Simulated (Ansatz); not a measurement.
Base system: YN in the rock salt structure (space group Fm-3m, No. 225; a = 4.8562 Å).

Levels (all Ansatz, a first-principles code, PAW): PBEsol (420 eV, no spin-orbit coupling); r2SCAN (500 eV, spin-orbit coupling left out); HSE06 (420 eV, scalar-relativistic without spin-orbit coupling).

One geometry, relaxed with PBEsol, under each level:

Notes on the quantities. hole mass: degenerate bands, along [100].

```csv
level,band gap,lowest conduction level above the VBM at special points,electron mass,hole mass,pressure
PBEsol,0.08 eV,X 0.08 eV; U 2.43 eV; K 2.43 eV; Γ 3.13 eV,–,"0.16, 0.99, 0.99 mₑ (at Γ)",0.00 GPa
r2SCAN,0.54 eV,X 0.54 eV; U 2.88 eV; K 2.88 eV; Γ 3.59 eV,"1.3 mₑ along k, 0.14 mₑ across (at X)","0.17, 1.1, 1.1 mₑ (at Γ)",4.34 GPa
HSE06,1.05 eV,X 1.05 eV; U 3.53 eV; K 3.53 eV; Γ 4.35 eV,–,–,–
```

Single points use the geometry relaxed with PBEsol. Their cutoffs differ, which shifts pressures a little. The hybrid gap comes from the SCF mesh plus the semilocal run's edge points and a few special points and is an upper bound. Masses are band curvatures over ±0.01 Å⁻¹ around the edge. Along k means along the line from Γ to the band edge. Stability against distortions was not tested. The zero or small gap of YN can change with the level of theory.
